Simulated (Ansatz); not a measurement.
Base system: LiF in the rock salt structure (space group Fm-3m, No. 225; a = 4.008 Å).

Level of theory: PBEsol (Ansatz, a program for electronic structure), spin-orbit coupling left out.

Base values:

| Item | Result |
|---|---|
| Pressure | -0.01 GPa |

It is then changed as follows: the cell is scaled by 0.9850 in all directions; the atoms relax in the strained cell.

### Question
Estimate the effect on the pressure.

### Answer
The pressure grows by 3.59 GPa, from -0.01 GPa to 3.58 GPa.

### Question
How does this affect the energy relative to the base?

### Answer
The energy goes up by 3.9 meV/atom.

No phonon test of stability was made.
